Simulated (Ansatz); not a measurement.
Base system: HgS in the zinc blende structure (space group F-43m, No. 216; a = 5.812 Å).

Level of theory: plane-wave PAW DFT at the LDA level (Ansatz, a first-principles code, 420 eV), no spin-orbit coupling.

For the base:

| Property | Result |
|---|---|
| Pressure | 0.0 GPa |
| Band gap | zero |

Now apply this change: every lattice vector is stretched by 2.50 %, atoms relaxed at fixed cell.

Question: Estimate the effect on the pressure, energy relative to the base and band gap.

Answer: The pressure goes from zero to -4.2 GPa; the energy rises by 26 meV/atom; the band gap is still zero.

A case with no gap was solved on a k-mesh chosen for an insulator, which is coarse for it. With Hg present, leaving out spin-orbit coupling can change the band edges. The cells carry an imposed strain or load. No phonon test of stability was made. The final runs are not spin-polarised. A zero or small gap of HgS can be the functional's error rather than a property of the material.
